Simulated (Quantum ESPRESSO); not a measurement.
A short convergence ladder for TmZn (P4mm, 2 atoms in the cell)

```xyz
2
Lattice="3.4832 0.0000 0.0000 0.0000 3.4832 0.0000 0.0000 0.0000 3.4832" Properties=species:S:1:pos:R:3 pbc="T T T"
Tm     0.0000     0.0000     0.0500
Zn     1.7416     1.7416     1.7416
```
Moments meant for the start (each program seeds them in its own way; μB, in the order of the atoms Tm Zn): 2.0 0.0.

Base method: LDA (PZ), SSSP 1.1.2 efficiency (PBE) pseudopotentials (plane waves; Quantum ESPRESSO).

Base settings: ecutwfc = 50 Ry; ecutrho = 400 Ry; occupations = smearing; smearing = fd; degauss = 0.0073499 Ry; nspin = 2; input_dft = pz; potentials = {Tm: Tm.GGA-PBE-paw-v1.0.UPF, Zn: Zn_pbe_v1.uspp.F.UPF}; K_POINTS = automatic 4 4 4 0 0 0; conv_thr = 1e-10 Ry.

The count of work is k-points × plane waves × bands × iterations; it is no time. 

**The plane-wave cutoff**

Moved along: ecutrho.

The second cell is the first with its lattice scaled by 0.98.

The mesh stays at the base's, so the ladder's end is converged at best in this setting alone.

Only quantities that move along the ladder and can be compared are tabulated.

The magnetic state is not the same in all runs (site moments differ, or a search went on to a lower state), so steps between rows are not convergence errors alone.

```tsv
ecutwfc	free energy less the last step's (meV/atom)	energy of the compressed cell less the first (meV/atom)	pressure (GPa)	largest difference of a force vector from the last step's (eV/Å)	net moment (μB/atom)	count of work / last
17.5 Ry	35717.35	552.73	-1090.89	0.182	0.000	0.14
22 Ry	7970.99	-220.48	-298.57	0.047	0.000	0.21
28 Ry	944.32	-2.77	-53.05	0.002	0.615	0.17
50 Ry	18.29	-9.65	-3.26	0.000	0.610	0.48
88 Ry	0.00	-9.75	-2.87	0.000	0.610	1.0
```

Coarsest ecutwfc that holds the free energy within 5 meV/atom: not settled: the last two steps still differ by 18 meV/atom, over half the tolerance, so the ladder does not show it.

Coarsest ecutwfc that holds the forces within 0.02 eV/Å of the last step, with all finer ones: 28 Ry, at 0.17 of the last step's count of work; the step before is off by 0.047 eV/Å.

Coarsest ecutwfc that holds the pressure within 1 GPa of the last step, with all finer ones: 50 Ry; the step before is off by 50 GPa.

At the lowest cutoff the pressure lies 1090 GPa under the last step's, the usual sign of Pulay stress in an incomplete plane-wave basis.

On the base run: the starting cell comes from a database of computed structures (which also holds hypothetical and non-ambient phases and stackings), without a prior relaxation at this level. Its lattice was rescaled by up to half a per cent. One atom was moved a little off its site on purpose. With one magnetic atom in the cell only a parallel order is possible. With U or open f shells several self-consistent states can exist. The f electrons are in the valence without U or exact exchange, which can misplace them near the Fermi level. Spin-orbit terms, which matter for f shells, are left out. In the base run, with a pressure of about -3 GPa the cell is away from its equilibrium volume at this level. Without a gap this mesh is coarse (it stands for a supercell whose shortest vector is 14 Å).
